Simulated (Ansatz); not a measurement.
Cell of GaN-ML on BP-ML (BP-ML is planar boron phosphide; facing Ga atop B and N atop P, held by symmetry; BP-ML and GaN-ML a predicted or substrate-bound sheet, here free; layers strained to one cell), with its geometry taken from a PBE+D3(BJ) run:

```
GaBNP
1.0
    3.20577     0.00000     0.00000
   -1.60289     2.77628     0.00000
    0.00000     0.00000    21.35000
B P Ga N
1 1 1 1
Direct
  0.33333   0.66667   0.41100
  0.66667   0.33333   0.41134
  0.33333   0.66667   0.58866
  0.66667   0.33333   0.58900
```

These are HSE06 (plane waves to 420 eV, PAW; Ansatz, a quantum-chemistry and plane-wave program) values and carry that method's errors. Spin–orbit coupling is left out. Its k-point mesh 9×9×1, Fermi–Dirac width 0.01 eV. HSE06 ran on meshes of its own (9×9×1); its edges and gaps are taken over the mesh and over extra points off it, mostly where PBE has its edges. A dipole correction is on.

Question: Give the plane-averaged electrostatic potential energy of an electron along the normal (the smooth PAW potential), about its mean over the cell, from 5 Å under the lowest atom to 5 Å over the highest.

Answer: 
```
z (Å) | V (eV)
    3.855 | ############################## 2.59
    4.151 | ############################## 2.59
    4.300 | ############################## 2.59
    4.596 | ############################## 2.59
    4.744 | ############################## 2.59
    5.041 | ############################## 2.59
    5.189 | ############################## 2.59
    5.486 | ############################## 2.59
    5.634 | ############################## 2.59
    5.931 | ############################## 2.58
    6.227 | ############################## 2.56
    6.375 | ############################## 2.54
    6.672 | ############################## 2.46
    6.820 | ############################## 2.39
    7.117 | ############################# 2.09
    7.265 | ############################# 1.80
    7.561 | ############################ 0.67
    7.858 | ######################### -1.96
    8.006 | ###################### -4.38
    8.303 | ############ -13.08
    8.451 | ###### -17.96
    8.748 |  -23.09
    8.896 | # -22.45
    9.192 | ######### -15.24
    9.341 | ############### -10.20
    9.637 | ######################## -2.92
    9.934 | ########################### 0.20
   10.082 | ############################ 1.02
   10.378 | ############################# 1.86
   10.527 | ############################# 2.04
   10.823 | ############################# 2.11
   10.972 | ############################# 2.01
   11.268 | ############################# 1.43
   11.416 | ############################ 0.86
   11.713 | ######################### -1.64
   12.009 | ################### -6.88
   12.158 | ############### -10.17
   12.454 | ######### -15.05
   12.602 | ######### -15.52
   12.899 | ############# -12.02
   13.047 | ################# -8.83
   13.344 | ######################## -2.76
   13.492 | ########################## -0.78
   13.789 | ############################ 1.26
   14.085 | ############################# 2.08
   14.233 | ############################## 2.28
   14.530 | ############################## 2.50
   14.678 | ############################## 2.56
   14.975 | ############################## 2.62
   15.123 | ############################## 2.63
   15.419 | ############################## 2.65
   15.716 | ############################## 2.66
   15.864 | ############################## 2.66
   16.161 | ############################## 2.66
   16.309 | ############################## 2.66
   16.606 | ############################## 2.66
   16.754 | ############################## 2.66
   17.050 | ############################## 2.66
   17.199 | ############################## 2.66
   17.495 | ############################## 2.66
```
